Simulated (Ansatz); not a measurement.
## GaP under load (space group I-4m2): band-edge transport data

Here is the system:

```xyz
2
Lattice="0.0000 2.7081 2.7406 2.7081 0.0000 2.7406 2.7081 2.7081 0.0000" Properties=species:S:1:pos:R:3 pbc="T T T"
Ga     0.0000     0.0000     0.0000
P      1.3541     1.3541     1.3703
```

The numbers are results of r2SCAN with spin-orbit coupling, rigid bands (plane waves, PAW; Ansatz, a first-principles code), not measurements. Condition of this run: biaxial stress xx = yy = 1 GPa (compression positive) (the target of the relaxation). How the cell was made: cell and atoms relaxed with r2SCAN, then loaded as said.

The band gap is 1.75 eV, the electron conductivity mass (300 K, dilute) is 0.41 (x), 0.41 (y), 0.25 (z) mₑ and the hole conductivity mass (300 K, dilute) comes out as 0.43 (x), 0.43 (y), 0.50 (z) mₑ. The effective density of states N_c (300 K) comes out as 2.6e19 cm⁻³ and the effective density of states N_v (300 K) is 1.2e19 cm⁻³. The density-of-states mass, electrons is 1.02 mₑ, the density-of-states mass, holes is 0.62 mₑ and the Seebeck coefficient, n-type 1e19 cm⁻³, 300 K comes out as -296 μV/K. The Seebeck coefficient, p-type 1e19 cm⁻³, 300 K is 300 μV/K and the best p-type power factor at 300 K for τ = 10 fs (best axis; densities from 1e16 to 1e21 cm⁻³ tried, whether or not they can be reached) comes out as 14.3 μW/(cm·K²) at 3e20 cm⁻³.

Rigid bands; masses and Seebeck coefficients take one relaxation time τ for all states and one kind of carrier; polarons and phonon drag are left out.
